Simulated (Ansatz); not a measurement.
Defect: interstitial K in monoclinic HfO2, charge state +1. Level of theory: PBE, PAW (plane waves to 420 eV; Ansatz, a first-principles code).

Settings: 96 host sites, the relaxed PBE lattice, the Γ point alone, smearing 0.01 eV, spin-restricted, no image-charge correction. Energies are static. Spin-orbit coupling is left out. The charge state is imposed; whether it is stable for some Fermi level was not computed. Sites that were not tried may lie lower.

Barriers: single points on a 2×2×2 k-point mesh shifted by half a step at the bands' geometries.

Relaxed starting cell (atoms counted from 1):

```
CELL_PARAMETERS angstrom
     10.32305     0.00000     0.00000
      0.00000    10.42402     0.00000
     -1.79660     0.00000    10.55307
ATOMIC_POSITIONS crystal
  Hf 0.13674 0.22703 0.35309
  Hf 0.13773 0.22882 0.85484
  Hf 0.13224 0.72978 0.35714
  Hf 0.13922 0.72959 0.85695
  Hf 0.63424 0.22779 0.35574
  Hf 0.63859 0.22932 0.85171
  Hf 0.64106 0.73274 0.35298
  Hf 0.63826 0.72960 0.85204
  Hf 0.36035 0.25965 0.14463
  Hf 0.36115 0.26673 0.64794
  Hf 0.36425 0.78390 0.14231
  Hf 0.36189 0.77071 0.64861
  Hf 0.86236 0.27141 0.14646
  Hf 0.86108 0.26979 0.64443
  Hf 0.86020 0.77483 0.14620
  Hf 0.86194 0.77225 0.64555
  Hf 0.34911 0.47582 0.41774
  Hf 0.36483 0.47324 0.89559
  Hf 0.36147 0.97671 0.39681
  Hf 0.36336 0.98068 0.89340
  Hf 0.86105 0.47862 0.39503
  Hf 0.86707 0.47903 0.89077
  Hf 0.86060 0.98170 0.39569
  Hf 0.86192 0.97883 0.89482
  Hf 0.13510 0.02062 0.10374
  Hf 0.13675 0.02073 0.60367
  Hf 0.13348 0.52334 0.10925
  Hf 0.13261 0.52120 0.61181
  Hf 0.64063 0.02411 0.10338
  Hf 0.63681 0.01965 0.60366
  Hf 0.65493 0.52175 0.09077
  Hf 0.63893 0.52284 0.60268
  O  0.03329 0.08566 0.42392
  O  0.03294 0.08590 0.92393
  O  0.03294 0.58540 0.42841
  O  0.03925 0.58452 0.92563
  O  0.53484 0.07958 0.42365
  O  0.53432 0.08768 0.92249
  O  0.53102 0.58873 0.42631
  O  0.53679 0.58380 0.92153
  O  0.48160 0.39137 0.05757
  O  0.46529 0.41398 0.58005
  O  0.46416 0.92402 0.07476
  O  0.46566 0.91220 0.57618
  O  0.96547 0.41611 0.07605
  O  0.96296 0.41500 0.57721
  O  0.96496 0.91596 0.07542
  O  0.96627 0.91434 0.57518
  O  0.45929 0.32370 0.33598
  O  0.46805 0.33565 0.81868
  O  0.46584 0.83367 0.32415
  O  0.46682 0.83563 0.82708
  O  0.96634 0.33604 0.32601
  O  0.96834 0.33526 0.82490
  O  0.96375 0.83882 0.32450
  O  0.96653 0.83591 0.82631
  O  0.03351 0.16522 0.17398
  O  0.03433 0.16425 0.67429
  O  0.02920 0.66692 0.17424
  O  0.03265 0.66540 0.67767
  O  0.53308 0.16104 0.17671
  O  0.53348 0.16268 0.67264
  O  0.55199 0.68652 0.15938
  O  0.53350 0.66422 0.67479
  O  0.21798 0.36633 0.49606
  O  0.22833 0.37024 0.99309
  O  0.22458 0.86838 0.48945
  O  0.22535 0.87204 0.98815
  O  0.72271 0.37198 0.48622
  O  0.73057 0.37385 0.98359
  O  0.72468 0.87168 0.48827
  O  0.72346 0.87279 0.98836
  O  0.27430 0.12600 0.01023
  O  0.27560 0.12558 0.50990
  O  0.28311 0.62673 0.02385
  O  0.27322 0.62403 0.52159
  O  0.77561 0.13105 0.01095
  O  0.77428 0.12868 0.51131
  O  0.78257 0.63109 0.00585
  O  0.77560 0.62953 0.50943
  O  0.27430 0.11974 0.25967
  O  0.27596 0.12236 0.76121
  O  0.26338 0.62320 0.27336
  O  0.27471 0.62191 0.76809
  O  0.77624 0.12466 0.26079
  O  0.77550 0.12104 0.76093
  O  0.77862 0.62144 0.25921
  O  0.77632 0.62111 0.75857
  O  0.22548 0.37916 0.24226
  O  0.22466 0.37811 0.74241
  O  0.22420 0.88002 0.23769
  O  0.22461 0.87957 0.73901
  O  0.72215 0.38114 0.23545
  O  0.72609 0.37844 0.73576
  O  0.72500 0.88391 0.24018
  O  0.72447 0.87790 0.73805
  K  0.44132 0.51687 0.21631
```
Cell charge +1.

End state 1 differs by these moves (Å; atoms that move under 0.08 Å are left out):

```tsv
atom	element	Δx	Δy	Δz
5	Hf	0.01	-0.12	0.02
7	Hf	-0.02	0.08	0.03
9	Hf	-0.02	0.08	0.03
11	Hf	0.01	-0.12	0.02
17	Hf	-0.03	0.03	-0.09
21	Hf	0.07	-0.02	-0.05
27	Hf	0.07	-0.02	-0.05
31	Hf	-0.03	0.03	-0.09
39	O	-0.16	0.21	0.17
41	O	-0.16	0.21	0.17
49	O	-0.12	-0.10	0.05
63	O	-0.12	-0.10	0.05
69	O	-0.04	0.02	-0.11
75	O	-0.04	0.02	-0.11
83	O	0.17	-0.04	-0.09
93	O	0.17	-0.04	-0.09
97	K	1.09	-0.35	0.71
```

Estimate the forward and backward barriers to end state 1 that PBE, PAW returns for this input.

forward 0.23 eV, backward 0.23 eV; at the saddle point atom 97 has neighbours 2 Hf at 2.59; 2 O at 2.27, 2 O at 2.29, 2 O at 2.65 Å. The program found a first-order saddle point.

End state 2 differs by these moves (Å; atoms that move under 0.08 Å are left out):

| atom | element | Δx | Δy | Δz |
|---|---|---|---|---|
| 4 | Hf | -0.08 | 0.00 | 0.05 |
| 7 | Hf | 0.17 | -0.04 | -0.13 |
| 9 | Hf | 0.03 | 0.10 | -0.02 |
| 12 | Hf | -0.16 | 0.04 | 0.20 |
| 15 | Hf | 0.08 | -0.04 | -0.06 |
| 17 | Hf | 0.20 | -0.10 | -0.27 |
| 18 | Hf | -0.03 | 0.07 | 0.03 |
| 19 | Hf | -0.01 | 0.15 | -0.03 |
| 31 | Hf | -0.19 | -0.01 | 0.12 |
| 37 | O | -0.02 | 0.10 | 0.03 |
| 39 | O | 0.25 | -0.26 | -0.18 |
| 41 | O | -0.19 | 0.24 | 0.20 |
| 43 | O | 0.05 | -0.10 | -0.07 |
| 44 | O | -0.08 | 0.15 | 0.10 |
| 49 | O | 0.07 | 0.03 | -0.12 |
| 50 | O | -0.04 | 0.03 | 0.08 |
| 51 | O | 0.19 | 0.26 | -0.18 |
| 59 | O | 0.10 | -0.01 | 0.01 |
| 62 | O | 0.01 | 0.08 | 0.01 |
| 63 | O | -0.18 | -0.21 | 0.12 |
| 65 | O | 0.08 | 0.04 | -0.09 |
| 70 | O | -0.07 | -0.01 | 0.04 |
| 75 | O | -0.07 | 0.02 | -0.06 |
| 76 | O | -0.10 | 0.03 | 0.01 |
| 83 | O | 0.20 | 0.00 | 0.00 |
| 92 | O | -0.08 | 0.05 | 0.07 |
| 95 | O | 0.07 | -0.08 | -0.07 |
| 97 | K | -0.45 | 2.26 | 2.63 |

Predict the forward and backward barriers to end state 2 from PBE, PAW.

forward 2.98 eV, backward 2.98 eV; at the saddle point atom 97 has neighbours Hf at 2.43, Hf at 2.55; O at 2.17, O at 2.19, O at 2.31, O at 2.37, O at 2.69 Å. The program found a first-order saddle point.
